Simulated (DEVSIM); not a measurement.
Structure: illuminated Si n-on-p cell, one wavelength, with a back-surface field, at 300 K.

Layer 1 from the left is Si, thickness (μm) 0.830, Nd (cm⁻³) 2.1e18, τn (s) 2.3e-6, τp (s) 2.3e-6, absorption coefficient (cm⁻¹) 1800. Layer 2 from the left is Si, thickness (μm) 210, Na (cm⁻³) 8.6e15, τn (s) 3.2e-5, τp (s) 3.2e-5, absorption coefficient (cm⁻¹) 1800. Layer 3 from the left is Si, thickness (μm) 0.170, Na (cm⁻³) 4.5e18, τn (s) 3.2e-5, τp (s) 3.2e-5, absorption coefficient (cm⁻¹) 1800.

Left contact: ohmic, minority hole recombination velocity 500 cm/s. Right contact: ohmic, minority electron recombination velocity 400 cm/s. Voltage is applied to the left contact. Recombination: SRH at mid-gap, radiative, Auger. Light enters at the left, 1.5e18 photons cm⁻² s⁻¹, one pass, no reflection. Mobility is constant in doping.

The device is made up for the run: typed textbook-type constants, with dimensions and the other settings drawn at random. Values at 300 K.

Si: gap (eV) 1.124, affinity (eV) 4.05, permittivity 11.7, Nc (cm⁻³) 2.86e19, Nv (cm⁻³) 3.1e19, μn (cm²/Vs) 1417, μp (cm²/Vs) 470, B (cm³/s) 4.7e-15, Cn (cm⁶/s) 2.8e-31, Cp (cm⁶/s) 9.9e-32.

Model (solved in DEVSIM): 1D drift-diffusion, Boltzmann statistics, complete ionisation; no tunnelling, impact ionisation, image-force lowering or self-heating.

Dark forward current:

| |V| (V) | |J| (A/cm²) |
|---|---|
| 0.05 | 1.505e-10 |
| 0.10 | 5.676e-10 |
| 0.15 | 1.926e-9 |
| 0.20 | 7.201e-9 |
| 0.25 | 3.228e-8 |
| 0.30 | 1.739e-7 |
| 0.35 | 1.064e-6 |
| 0.40 | 6.967e-6 |
| 0.45 | 4.706e-5 |
| 0.50 | 0.0003220 |
| 0.55 | 0.002207 |
| 0.60 | 0.01476 |
| 0.65 | 0.08567 |
| 0.70 | 0.3432 |
| 0.75 | 1.021 |
| 0.80 | 2.940 |
| 0.85 | 10.13 |
| 0.90 | 46.07 |
| 0.95 | 182.9 |
| 1.00 | 489.3 |
| 1.05 | 967.1 |
| 1.10 | 1585 |
| 1.15 | 2310 |

### Question
Work out the local ideality factor n = ΔV / (kT/q · ln(J2/J1)) between the rows 0.15 and 0.20 V, 0.50 and 0.55 V, 1.10 and 1.15 V.

### Answer
kT/q = 25.85 mV. From 0.15 to 0.20 V: ln(7.201e-9/1.926e-9) = 1.319, n = 1.47. From 0.50 to 0.55 V: ln(0.002207/0.0003220) = 1.925, n = 1.00, near the 1 of diffusion or emission over a barrier. From 1.10 to 1.15 V: ln(2310/1585) = 0.377, n = 5.14.

### Question
What current could the absorbed light give at most, and what share is collected?

### Answer
Σ αd = 38.0, so qΦ(1 − exp(−Σ αd)) = 240 mA/cm². The simulated short-circuit current is 238.8 mA/cm², a share of 0.99.

### Question
Estimate the open-circuit voltage by superposition: the voltage at which the dark current equals that short-circuit current.

### Answer
Interpolating ln J in the table gives 0.687 V. The simulation gives 0.682 V; the estimate lies 5 mV above. Superposition holds where collection doesn't change with voltage.

### Question
Estimate the fill factor from FF0 = (v − ln(v + 0.72))/(v + 1), v = qVoc/(nkT), with n from the dark curve.

### Answer
The rows about Voc, 0.65 and 0.70 V, give n = 1.39, so v = 18.9 and FF0 = 0.800. The simulation gives 0.821; the estimate lies 2.5 % below.
